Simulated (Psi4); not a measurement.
Psi4 1.11, BP86/def2-svp: Te(I)(SMe) (CS[Te]I), 7 atoms. The geometry is a generated start, not checked to be a minimum at this level.

- task = energy
- method = bp86
- basis = def2-svp
- memory = 3 GB
- maxiter = 100
- keys of the molecule block = symmetry c1
- scf_type = df (default)
- e_convergence = 1e-06 (default)
- d_convergence = 1e-06 (default)
- dft_radial_points = 75 (default)
- dft_spherical_points = 302 (default)
- effective core potentials = those of the basis set, past Kr
- basis functions = 99
- grid points = 147530

```xyz
7

Te    -0.6780     0.2234     2.1638
I     -2.1677     2.2789     1.2577
S      1.1537     0.2577     0.6795
C      0.5034    -0.5709    -0.8069
H     -0.2014    -1.3507    -0.5328
H      1.3610    -1.0058    -1.3128
H      0.0290     0.1673    -1.4486
```

With the defaults (diis = true, scf_initial_accelerator = adiis, damping_percentage = 0, soscf = false, soscf_start_convergence = 0.01, level_shift = 0, level_shift_cutoff = 0.01, guess = auto, which took SAD, diis_max_vecs = 10) it converges in 11 SCF iterations. One run each on 2 threads, with these changes:
- guess = sapgau
- diis = false, scf_initial_accelerator = none, damping_percentage = 60
- soscf = true, soscf_start_convergence = 0.1
- level_shift = 0.1, level_shift_cutoff = 0.001
- guess = core
- diis_max_vecs = 6
- guess = gwh
- guess = sadno
- level_shift = 0.5, level_shift_cutoff = 0.001

Which of these changes keep the SCF from converging, or lead it to another solution?

No convergence: diis = false, scf_initial_accelerator = none, damping_percentage = 60 (the run ends without SCF convergence in 100 iterations). The rest reach the solution of the defaults.

```
setting                                                                SCF iterations  JK calls             end
---------------------------------------------------------------------  --------------  --------  --------------
soscf = true, soscf_start_convergence = 0.1                                         8        34   same solution
the defaults                                                                       11        12   same solution
level_shift = 0.1, level_shift_cutoff = 0.001                                      11        12   same solution
level_shift = 0.5, level_shift_cutoff = 0.001                                      11        12   same solution
guess = sadno                                                                      12        12   same solution
diis_max_vecs = 6                                                                  12        13   same solution
guess = gwh                                                                        13        13   same solution
guess = core                                                                       15        15   same solution
guess = sapgau                                                                     16        16   same solution
diis = false, scf_initial_accelerator = none, damping_percentage = 60             100       101  no convergence
```

An SOSCF iteration holds several JK calls; a Hückel guess adds calls on atoms. 1 further run of the study ended by our limits or in an error and is left out.
